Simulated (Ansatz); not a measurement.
The starting structures come from a database of crystals and need not be the phases stable at ambient conditions.

By PBEsol, the system below comes out a metal.

```
CELL_PARAMETERS angstrom
      4.36168     0.00000     0.00000
     -2.18084     3.77733     0.00000
      0.00000     0.00000     7.12271
ATOMIC_POSITIONS crystal
  Be 0.00000 0.00000 0.00000
  Be 0.00000 0.00000 0.50000
  Be 0.33793 0.16897 0.25000
  Be 0.66207 0.83103 0.75000
  Be 0.16897 0.33793 0.75000
  Be 0.83103 0.66207 0.25000
  Be 0.83103 0.16897 0.25000
  Be 0.16896 0.83103 0.75000
  Re 0.33333 0.66667 0.06118
  Re 0.66667 0.33333 0.93882
  Re 0.66667 0.33333 0.56118
  Re 0.33333 0.66667 0.43882
```

Space group of this cell: P6_3/mmc. The cell is taken as given; by PBEsol its mean pressure is -3.3 GPa.

The current flows along the normal of the first two printed cell vectors, the (001) plane of the conventional cell. No spin-orbit coupling; the value is a mean over 0.1 eV about the Fermi level.

**Question.** Compute, with PBEsol (Ansatz, a program for electronic structure), the ballistic conductance per area.

**Answer.** 0.87 × 10¹⁵ S/m² for both spins.
